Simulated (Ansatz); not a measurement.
Density of states of Ag (Fm-3m, 1 atom in the cell).

```
CELL_PARAMETERS angstrom
      0.00000     2.02140     2.02140
      2.02140     0.00000     2.02140
      2.02140     2.02140     0.00000
ATOMIC_POSITIONS crystal
  Ag 0.00000 0.00000 0.00000
```

Level of theory: PBE (plane waves, PAW; Ansatz, a program for electronic structure).

SCF settings: kpoints.mp_grid.grid = 9 9 9; hamiltonian.xc = pbe; hamiltonian.pseudopotentials = {kind: paw} (the program's default PAW files); scf.occupations.method = cold; scf.occupations.width = 0.2 eV. Keys of the DOS step: output.dos.nscf_kmesh.grid = 9 9 9.

The starting cell comes from a database of computed structures (which also holds hypothetical and non-ambient phases and stackings), without a prior relaxation at this level. Its lattice was rescaled by a random factor within 2.5 % of one.

Total DOS (both spins), as means of the tabulated values in each energy bin; the zero is the program's Fermi level or highest filled level, and the curve is cut to this window:

```
E (eV) | states/eV/cell
    -7.80 |  0.04
    -7.40 | # 0.09
    -7.00 | # 0.15
    -6.60 | ########## 1.11
    -6.20 | ############################## 3.37
    -5.80 | ################### 2.12
    -5.40 | ##################### 2.38
    -5.00 | ############################ 3.10
    -4.60 | ######################## 2.67
    -4.20 | ############################ 3.12
    -3.80 | ######################## 2.67
    -3.40 | ######################## 2.72
    -3.00 | ##################### 2.33
    -2.60 | ## 0.20
    -2.20 | ## 0.22
    -1.80 | ## 0.23
    -1.40 | ## 0.22
    -1.00 | ## 0.24
    -0.60 | ## 0.26
    -0.20 | ## 0.27
     0.20 | ## 0.27
     0.60 | ### 0.29
     1.00 | ## 0.27
```

Around zero the curve holds about 0.3 states/eV/cell.

Keys are those of Ansatz 0.2.
